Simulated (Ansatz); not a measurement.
The starting structures come from a database of crystals and need not be the phases stable at ambient conditions.

Inside the gap of an insulator the Bloch states are evanescent, with a wavenumber k + iκ along the transport direction.

Here is the system:

```yaml
crystal:
  lattice:
    - [7.72861, 0.00000, 0.00000]
    - [0.00000, 8.24654, 0.00000]
    - [0.00000, 4.12327, 2.38057]
  atoms:
    - { symbol: Ca, position: [0.00000, 0.00000, 0.00000] }
    - { symbol: Mg, position: [0.62766, 0.33333, 0.00000] }
    - { symbol: Mg, position: [0.37234, 0.66667, 0.00000] }
    - { symbol: Bi, position: [0.75818, 0.66667, 0.00000] }
    - { symbol: Bi, position: [0.24182, 0.33333, 0.00000] }
```

Space group of this cell: P-3m1. The cell is taken as given; by PBEsol its mean pressure is -0.9 GPa.

Transport runs along the normal of the first two printed cell vectors, the (110) plane of the conventional cell.

No gap correction and no spin-orbit coupling; mid-gap values are interpolated between computed energies.

State the band gap and the smallest decay constant κ at mid-gap according to PBEsol in Ansatz (a program for electronic structure).

Gap 0.45 eV on a 4×12×12 mesh; κ = 0.034 1/Å, at the zone centre.
